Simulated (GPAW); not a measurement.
## Worked example: self-consistent single point of CrCo3 (Pm-3m, 4 atoms in the cell) in GPAW

Method of the run: LDA (Perdew-Wang 92), GPAW PAW datasets LDA (gpaw-data 1.0.1) (plane waves; GPAW).

The input file:

```python
from ase import Atoms
from ase.units import GPa
from gpaw import GPAW, PW

atoms = Atoms(['Cr', 'Co', 'Co', 'Co'],
              cell=[[3.493242, 0.000000, 0.000000],
                    [0.000000, 3.493242, 0.000000],
                    [0.000000, 0.000000, 3.493242]],
              positions=[[0.000000, 0.000000, 0.000000],
                         [1.746621, 1.746621, 0.000000],
                         [0.000000, 1.746621, 1.746621],
                         [1.746621, 0.000000, 1.746621]],
              pbc=True)

atoms.set_initial_magnetic_moments([3.0, 3.0, 3.0, 3.0])

calc = GPAW(spinpol=True,
            mode=PW(800),
            xc='LDA',
            kpts=(9, 9, 9),
            occupations={'name': 'methfessel-paxton', 'width': 0.1, 'order': 0},
            nbands=-10,
            convergence={'density': 1e-05},
            symmetry={'symmorphic': False, 'tolerance': 0.0005},
            maxiter=120)

atoms.calc = calc

energy = atoms.get_potential_energy()
print('Energy (eV):', round(energy, 6))
forces = atoms.get_forces()
print('Forces (eV/Ang):')
print(forces.round(5))
stress = atoms.get_stress()
print('Stress (GPa, Voigt):', (stress / GPa).round(4))
```

Output, abridged:

```
Input parameters:
  convergence: {density: 1e-05}
  kpts: [9 9 9]
  maxiter: 120
  mode: {ecut: 800.0,
         name: pw}
  nbands: -10
  occupations: {name: methfessel-paxton,
                order: 0,
                width: 0.1}
  spinpol: True
  symmetry: {symmorphic: False,
             tolerance: 0.0005}

species:
  Cr:
    name: Chromium
    Z: 24.0
    valence: 6
    core: 18
    charge: 0.0
    file: Cr.LDA.gz

    # Using partial waves for Cr as LCAO basis

  Co:
    name: Cobalt
    Z: 27.0
    valence: 9
    core: 18
    charge: 0.0
    file: Co.LDA.gz

    # Using partial waves for Co as LCAO basis

Reference energy: -142041.483474  # eV

Spin-polarized calculation.
Initial magnetic moment: 12.000000

Convergence criteria:
 Maximum [total energy] change in last 3 cyles: 0.0005 eV / valence electron
 Maximum integral of absolute [dens]ity change: 1e-05 electrons / valence electron
 Maximum integral of absolute [eigenst]ate change: 4e-08 eV^2 / valence electron
 Maximum number of scf [iter]ations: 120

Symmetries present (total): 48
Symmetries with fractional translations: 0
729 k-points: 9 x 9 x 9 Monkhorst-Pack grid
35 k-points in the irreducible part of the Brillouin zone
       k-points in crystal coordinates                weights
   0:     0.00000000    0.00000000    0.00000000          1/729
   1:     0.11111111    0.00000000    0.00000000          6/729
   2:     0.11111111    0.11111111    0.00000000         12/729
   [... 7 lines left out ...]
          ...
  34:     0.44444444    0.44444444    0.44444444          8/729

Wave functions: Plane wave expansion
  Cutoff energy: 800.000 eV
  Number of coefficients (min, max): 2109, 2230
  Pulay-stress correction: 0.000000 eV/Ang^3 (de/decut=0.000000)

Occupation numbers: Methfessel-Paxton:
  width: 0.1000  # eV
  order: 0

Eigensolver

Densities:
  Coarse grid: 24*24*24 grid
  Fine grid: 48*48*48 grid
  Total Charge: 0.000000

Density mixing:
  Method: difference
  Backend: pulay
  Linear mixing parameter: 0.05
  old densities: 5
  Damping of long wavelength oscillations: 50

Hamiltonian:
  XC and Coulomb potentials evaluated on a 48*48*48 grid
  External potential:
    NoExternalPotential

Number of atoms: 4
Number of atomic orbitals: 36
Number of bands in calculation: 32
Number of valence electrons: 33
Bands to converge: occupied

Density initialized from atomic densities
  32 bands from LCAO basis set

Atomic positions and initial magnetic moments

Positions:
   0 Cr     0.000000    0.000000    0.000000    ( 0.0000,  0.0000,  3.0000)
   1 Co     1.746621    1.746621    0.000000    ( 0.0000,  0.0000,  3.0000)
   2 Co     0.000000    1.746621    1.746621    ( 0.0000,  0.0000,  3.0000)
   3 Co     1.746621    0.000000    1.746621    ( 0.0000,  0.0000,  3.0000)

Unit cell:
           periodic     x           y           z      points  spacing
  1. axis:    yes    3.493242    0.000000    0.000000    24     0.1456
  2. axis:    yes    0.000000    3.493242    0.000000    24     0.1456
  3. axis:    yes    0.000000    0.000000    3.493242    24     0.1456

  Lengths:   3.493242   3.493242   3.493242
  Angles:   90.000000  90.000000  90.000000

Effective grid spacing dv^(1/3) = 0.1456

     iter     time        total  log10-change:  magmom
                         energy   eigst   dens
iter:   1 --:--:--   -36.751774                   +12.0065
iter:   2 --:--:--   -37.579049   -0.89  -1.42    +9.0330
iter:   3 --:--:--   -39.262571   -1.65  -1.50    +2.8503
iter:   4 --:--:--   -38.998181   -1.75  -1.41    +1.2827
iter:   5 --:--:--   -39.450886   -2.19  -1.51    +1.0543
iter:   6 --:--:--   -38.862806   -1.01  -1.38    +0.7094
iter:   7 --:--:--   -38.819016   -2.66  -1.85    +0.5165
iter:   8 --:--:--   -38.818945   -1.99  -1.95    +0.4979
iter:   9 --:--:--   -38.815280c  -2.62  -2.27    +0.4330
iter:  10 --:--:--   -38.823751c  -3.38  -2.53    +0.2805
iter:  11 --:--:--   -38.841439   -3.34  -2.51    +0.0553
iter:  12 --:--:--   -38.814482   -3.13  -2.40    +0.4467
iter:  13 --:--:--   -38.851879   -2.88  -2.63    -0.1122
iter:  14 --:--:--   -38.855187   -3.64  -2.37    -0.1881
iter:  15 --:--:--   -38.854077c  -3.97  -2.32    -0.1792
iter:  16 --:--:--   -38.859010c  -4.06  -2.36    -0.1131
iter:  17 --:--:--   -38.857281c  -2.98  -2.34    +0.1871
iter:  18 --:--:--   -38.847632c  -4.18  -2.37    +0.1529
iter:  19 --:--:--   -38.840799c  -3.13  -2.48    +0.3216
iter:  20 --:--:--   -38.844822c  -2.99  -2.35    +0.1660
iter:  21 --:--:--   -38.845152c  -3.58  -2.52    +0.2150
iter:  22 --:--:--   -38.850195c  -3.53  -2.59    +0.2879
iter:  23 --:--:--   -38.853521c  -4.48  -2.49    +0.2752
iter:  24 --:--:--   -38.874229   -3.20  -2.46    +0.2575
iter:  25 --:--:--   -38.844305   -3.31  -2.25    +0.2865
iter:  26 --:--:--   -38.860866   -3.84  -2.50    +0.3025
iter:  27 --:--:--   -38.848710   -3.74  -2.33    +0.3396
iter:  28 --:--:--   -38.844857c  -4.11  -2.55    +0.3491
iter:  29 --:--:--   -38.844115c  -3.91  -2.67    +0.3656
iter:  30 --:--:--   -38.843365c  -4.02  -2.64    +0.3686
iter:  31 --:--:--   -38.845813c  -4.42  -2.85    +0.4366
iter:  32 --:--:--   -38.847090c  -4.29  -2.89    +0.5345
iter:  33 --:--:--   -38.846991c  -4.95  -2.89    +0.5694
   [... 11 lines left out ...]
iter:  45 --:--:--   -38.846108c  -7.00  -3.86    +0.5003
iter:  46 --:--:--   -38.846183c  -6.26  -4.01    +0.5020
iter:  47 --:--:--   -38.846138c  -6.95  -3.64    +0.5019
iter:  48 --:--:--   -38.846111c  -6.33  -3.82    +0.5033
iter:  49 --:--:--   -38.846110c  -7.15  -4.17    +0.5038
iter:  50 --:--:--   -38.846113c  -7.44c -4.19    +0.5035
iter:  51 --:--:--   -38.846116c  -7.46c -4.22    +0.5033
iter:  52 --:--:--   -38.846106c  -6.58  -4.27    +0.5051
iter:  53 --:--:--   -38.846053c  -5.80  -4.13    +0.5110
iter:  54 --:--:--   -38.846073c  -6.50  -3.88    +0.5096
iter:  55 --:--:--   -38.846074c  -7.79c -4.38    +0.5093
iter:  56 --:--:--   -38.846079c  -7.17  -4.46    +0.5090
iter:  57 --:--:--   -38.846056c  -6.78  -4.68    +0.5107
iter:  58 --:--:--   -38.846099c  -6.28  -4.58    +0.5079
iter:  59 --:--:--   -38.846109c  -6.98  -4.27    +0.5079
iter:  60 --:--:--   -38.846120c  -7.28  -4.30    +0.5091
iter:  61 --:--:--   -38.846142c  -6.71  -4.20    +0.5119
iter:  62 --:--:--   -38.846157c  -6.92  -4.09    +0.5140
iter:  63 --:--:--   -38.846162c  -7.30  -4.02    +0.5153
iter:  64 --:--:--   -38.846156c  -7.97c -4.06    +0.5145
iter:  65 --:--:--   -38.846173c  -6.91  -4.11    +0.5171
iter:  66 --:--:--   -38.846150c  -6.71  -4.03    +0.5141
iter:  67 --:--:--   -38.846148c  -7.75c -4.15    +0.5143
iter:  68 --:--:--   -38.846147c  -8.08c -4.18    +0.5149
iter:  69 --:--:--   -38.846147c  -8.65c -4.16    +0.5149
iter:  70 --:--:--   -38.846148c  -8.60c -4.20    +0.5151
iter:  71 --:--:--   -38.846145c  -7.51c -4.19    +0.5151
iter:  72 --:--:--   -38.846144c  -7.75c -4.56    +0.5150
iter:  73 --:--:--   -38.846144c  -8.17c -4.90    +0.5150
iter:  74 --:--:--   -38.846144c  -8.72c -4.82    +0.5147
iter:  75 --:--:--   -38.846144c  -8.45c -4.97    +0.5154
iter:  76 --:--:--   -38.846144c  -8.08c -5.00    +0.5166
iter:  77 --:--:--   -38.846143c  -8.15c -5.08c   +0.5166

Converged after 77 iterations.

Dipole moment: (0.000000, -0.000000, 0.000000) |e|*Ang

Total magnetic moment: (0.000000, 0.000000, 0.516581)
Local magnetic moments:
   0 Cr ( 0.000000,  0.000000, -1.291591)
   1 Co ( 0.000000,  0.000000,  0.645657)
   2 Co ( 0.000000,  0.000000,  0.645657)
   3 Co ( 0.000000,  0.000000,  0.645657)

Energy contributions relative to reference atoms: (reference = -142041.483474)

Kinetic:         +4.528846
Potential:       -6.850139
External:        +0.000000
XC:             -36.472317
Entropy (-ST):   -0.024056
Local:           -0.040503
SIC:             +0.000000
--------------------------
Free energy:    -38.858171
Extrapolated:   -38.846143

Spin contamination: 1.442664 electrons
Showing only first 2 kpts
                      Up                     Down
 Kpt  Band  Eigenvalues  Occupancy  Eigenvalues  Occupancy
  0    14     11.05648    0.00643     11.76155    0.00000
  0    15     11.05648    0.00643     11.76155    0.00000
  0    16     12.24143    0.00000     11.88263    0.00000
  0    17     12.24143    0.00000     11.88263    0.00000

  1    14     10.75102    0.96654     11.37597    0.00000
  1    15     11.05646    0.00643     11.76153    0.00000
  1    16     12.06385    0.00000     11.77477    0.00000
  1    17     12.17760    0.00000     11.82052    0.00000

Fermi level: 10.88057

No gap
No difference between direct/indirect transitions
Energy (eV): -38.846143

Forces in eV/Ang:
  0 Cr   -0.00000   -0.00000    0.00000
  1 Co   -0.00000   -0.00000   -0.00000
  2 Co   -0.00000   -0.00000   -0.00000
  3 Co   -0.00000   -0.00000   -0.00000

Stress tensor:
     0.103324    -0.000000     0.000000
    -0.000000     0.103324     0.000000
     0.000000     0.000000     0.103324
Stress (GPa, Voigt): [16.5544 16.5544 16.5544  0.      0.     -0.    ]
```

The run converged in 77 iterations. GPAW prints stress with tension positive.

The starting cell comes from a database of computed structures (which also holds hypothetical and non-ambient phases and stackings), without a prior relaxation at this level. Its lattice was rescaled by a random factor within 2.5 % of one. The magnetic order is the one reached from the typed start; others were not searched systematically. With a pressure of about -17 GPa the cell is away from its equilibrium volume at this level.

Cost on one core of a shared machine: roughly 4 min.
